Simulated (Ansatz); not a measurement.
**VIr$_{3}$ (Pm-3m): band-structure transport figures**

Data:

```xyz
4
Lattice="3.7941 0.0000 0.0000 0.0000 3.7941 0.0000 0.0000 0.0000 3.7941" Properties=species:S:1:pos:R:3 pbc="T T T"
V      0.0000     0.0000     0.0000
Ir     1.8971     1.8971     0.0000
Ir     0.0000     1.8971     1.8971
Ir     1.8971     0.0000     1.8971
```

All values below come from PBEsol, rigid bands (plane waves, PAW, scalar-relativistic; Ansatz, a program for electronic structure). How the cell was made: cell and atoms relaxed with PBEsol.

```json
{
 "density of states at the Fermi level": "1.92 states/(eV·cell), both spins",
 "bare Sommerfeld coefficient": "1.13 mJ/(mol of atoms·K²)",
 "drude_plasma_energy": "5.6 eV",
 "root-mean-square Fermi velocity": "5.8e5 m/s",
 "resistivity times τ": "15.8 ×10⁻²² Ω·m·s"
}
```

A metal at this level (no band gap); rigid bands, thermally averaged at 300 K, both spins. Spin-orbit coupling is left out, which matters with elements this heavy. τ is one relaxation time for all states.

Formula and space group known from diffraction (Crystallography Open Database), not checked to be the room-temperature form: VIr3 (Pm-3m). Treated as nonmagnetic (a ferromagnetic start lost its moment, other orders weren't tried): VIr3 (Pm-3m).
